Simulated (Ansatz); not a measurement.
**A computed series for Rh: pressure series**

Take Rh in the fcc (Cu type) structure (space group Fm-3m, No. 225; a = 3.830 Å) as the base.

Cell and atoms are relaxed at each pressure.

The values are results of PBE (Ansatz, a first-principles code), without spin-orbit coupling, not measurements.

Notes on the quantities. enthalpy: H = E + PV relative to the base's energy.

| case | volume per atom | enthalpy |
|---|---|---|
| base | 14.05 Å³ | – |
| pressure −2 GPa | 14.16 Å³ | -0.18 eV/atom |
| pressure −1 GPa | 14.10 Å³ | -0.09 eV/atom |
| pressure 0.3 GPa | 14.03 Å³ | +0.03 eV/atom |
| pressure 0.7 GPa | 14.01 Å³ | +0.06 eV/atom |
| pressure 1.5 GPa | (withheld) | +0.13 eV/atom |
| pressure 3 GPa | (withheld) | +0.26 eV/atom |
| pressure 5 GPa | (withheld) | +0.43 eV/atom |
| pressure 7.5 GPa | 13.67 Å³ | +0.65 eV/atom |
| pressure 10 GPa | 13.56 Å³ | +0.86 eV/atom |

Problem. Complete the table.

Solution. 
- pressure 1.5 GPa, volume per atom: 13.97 Å³
- pressure 3 GPa, volume per atom: 13.89 Å³
- pressure 5 GPa, volume per atom: 13.79 Å³

Load acts through the strain it causes; cell and atoms are relaxed under it. Whether these cells are dynamically stable was not tested. No other phases were tried under pressure. All final runs are without spin polarisation.
